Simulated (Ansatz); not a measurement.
Consider a 16-atom cell of (Al,V)N started in the rock salt structure, site fractions Al 0.750, V 0.250, short-range order -0.11 in the first shell of the mixed sites (0 is random, a negative value favours unlike neighbours), space group Immm at the end, an ordered arrangement that its symmetry holds. Its start:

```yaml
crystal:
  lattice:
    - [0.00000, 4.06754, 4.06754]
    - [4.09371, -0.01237, 4.07992]
    - [4.09371, 4.07992, -0.01238]
  atoms:
    - { symbol: Al, position: [0.00000, 0.99995, 0.00005] }
    - { symbol: Al, position: [0.00000, 0.99999, 0.50001] }
    - { symbol: Al, position: [0.00000, 0.50000, 0.00000] }
    - { symbol: V, position: [0.99998, 0.49999, 0.50001] }
    - { symbol: Al, position: [0.49996, 0.99999, 0.00001] }
    - { symbol: Al, position: [0.50000, 0.00000, 0.50000] }
    - { symbol: Al, position: [0.50000, 0.49999, 0.00001] }
    - { symbol: V, position: [0.50000, 0.49997, 0.50003] }
    - { symbol: N, position: [0.25619, 0.24385, 0.24382] }
    - { symbol: N, position: [0.25000, 0.23979, 0.76021] }
    - { symbol: N, position: [0.25000, 0.76022, 0.23978] }
    - { symbol: N, position: [0.24384, 0.75620, 0.75612] }
    - { symbol: N, position: [0.75616, 0.24388, 0.24380] }
    - { symbol: N, position: [0.75000, 0.23979, 0.76021] }
    - { symbol: N, position: [0.75000, 0.76022, 0.23978] }
    - { symbol: N, position: [0.74387, 0.75617, 0.75615] }
```

These are PBE (plane waves to 420 eV, PAW; Ansatz, a quantum-chemistry and plane-wave program) values and carry that method's errors. Spin–orbit coupling is left out; the runs are not spin-polarised. Its k-point mesh 5×5×5, Fermi–Dirac width 0.05 eV.

Q: Predict the alloy's volume and bond lengths.

A: 
```
Quantity                                                                                                                                                                                                Value
---------------------------  --------------------------------------------------------------------------------------------------------------------------------------------------------------------------------
volume per atom                                                                                                                                                                                       8.60 Å³
Al–N bonds                                                                                                                                                       2.037 Å on average, from 1.987 to 2.116 (36)
N–V bonds                                                                                                                                                        2.096 Å on average, from 1.997 to 2.217 (12)
check of the structure type  not passed: over a tenth of the atoms count other neighbours than the ideal type within 1.2 times their shortest bond (scaled by covalent radii), so no mixing enthalpy is given
```
